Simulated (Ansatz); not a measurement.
Consider Ce in the fcc (Cu type) structure (space group Fm-3m, No. 225; a = 4.5822 Å). Axes: x, y, z lie along the cube axes.

Calculations: Ansatz (a first-principles code) PBEsol, spin-orbit coupling left out.

Strains are applied to the cell and any free atomic positions relax; under biaxial strain the out-of-plane vector relaxes too.

One change was made to it. Results:

The band gap is still zero; the energy grows by 14 meV/atom; the pressure goes from zero to 3.4 GPa.

Question: Name the change that was made.
A) uniaxial strain ε_yy = +1.17 %
B) isotropic strain +0.86 %
C) isotropic strain −1.95 %
D) biaxial strain −0.62 %, plane normal [001], relaxed out of plane

Answer: C, isotropic strain −1.95 %. For comparison, the energy relative to the base in the other runs: biaxial strain −0.62 %, plane normal [001], relaxed out of plane gives +0.2 meV/atom; uniaxial strain ε_yy = +1.17 % gives +0.6 meV/atom; isotropic strain +0.86 % gives +2.5 meV/atom.

The 4f electrons are in the valence with no U and their state was not checked, so volumes and moments can be off. Without a gap, meshes like the base's 17×17×17 leave anisotropic stresses uncertain by several tenths of a GPa, and small strain energies with them. Stability against distortions was not tested. Starting moments died away, wholly or in part, for the base; another magnetic solution may exist. All final runs are without spin polarisation.
